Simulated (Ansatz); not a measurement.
The starting structures come from a database of crystals and need not be the phases stable at ambient conditions.

 Where the default PAW files enter, the runs use the earlier of Ansatz's two default sets.

## Evanescent states of Na2MoO4 (Fd-3m, spinel, not sure to be the ambient phase, 14 atoms a cell, 13.2 Å³ an atom) along the normal of (110)

Method: r2SCAN (plane waves, PAW; Ansatz, a quantum-chemistry and plane-wave program).

No gap correction and no spin-orbit coupling; mid-gap values are interpolated between computed energies.

Energies count from the valence-band top; κ is the least over a 6×4 mesh across the current.

```tsv
E (eV)	κ (1/Å)	where
0.12	0.191	Γ
0.34	0.288	Γ
0.57	0.348	Γ
0.81	0.392	Γ
1.03	0.426	Γ
1.26	(withheld)	Γ
1.50	(withheld)	Γ
1.73	(withheld)	Γ
1.96	(withheld)	Γ
2.19	(withheld)	Γ
2.42	(withheld)	Γ
2.65	(withheld)	Γ
2.88	(withheld)	Γ
3.10	(withheld)	Γ
3.33	(withheld)	Γ
3.56	(withheld)	Γ
3.79	0.487	Γ
4.03	0.473	Γ
4.25	0.457	Γ
4.49	0.437	Γ
4.71	0.340	off Γ
```

Task: Some entries are withheld; supply them.

Result: 
- 1.26, κ (1/Å): 0.452
- 1.50, κ (1/Å): 0.472
- 1.73, κ (1/Å): 0.488
- 1.96, κ (1/Å): 0.500
- 2.19, κ (1/Å): 0.509
- 2.42, κ (1/Å): 0.514
- 2.65, κ (1/Å): 0.517
- 2.88, κ (1/Å): 0.516
- 3.10, κ (1/Å): 0.513
- 3.33, κ (1/Å): 0.507
- 3.56, κ (1/Å): 0.499
